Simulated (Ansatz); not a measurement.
The structure below was relaxed with r2SCAN, PAW, 500 eV (Ansatz, a program for electronic structure; scalar-relativistic without spin-orbit coupling), earlier PAW set.

```yaml
crystal:
  lattice:
    - [0.00000, 3.26756, 3.26756]
    - [3.26756, 0.00000, 3.26756]
    - [3.26756, 3.26756, 0.00000]
  atoms:
    - { symbol: Te, position: [0.00000, 0.00000, 0.00000] }
    - { symbol: Pb, position: [0.50000, 0.50000, 0.50000] }
```

Task: Find the space group and the Wyckoff positions.

Result: Space group Fm-3m (No. 225); a = b = c = 6.5351 Å, α = β = γ = 90.00°

| atom | site | symmetry | x | y | z |
|---|---|---|---|---|---|
| Te | 4a | m-3m | 0.0000 | 0.0000 | 0.0000 |
| Pb | 4b | m-3m | 0.5000 | 0.5000 | 0.5000 |

Task: Describe the coordination.

Result: The crystal has 8 atoms in its conventional cell. Cell: a = 6.535 Å, b = 6.535 Å, c = 6.535 Å, α = 90.00°, β = 90.00°, γ = 90.00°. Te is coordinated by 6 Pb at 3.268 Å (octahedral). Pb has 6 Te at 3.268 Å (octahedral). (Neighbours: up to the widest gap in distance over summed covalent radii, below 1.35, at either atom; cation-cation and far metal-metal contacts left out.)

With Pb and Te present, leaving out spin-orbit coupling can change the band edges. Stability against distortions was not tested. The cell was made from PbS by this change: S → Te.
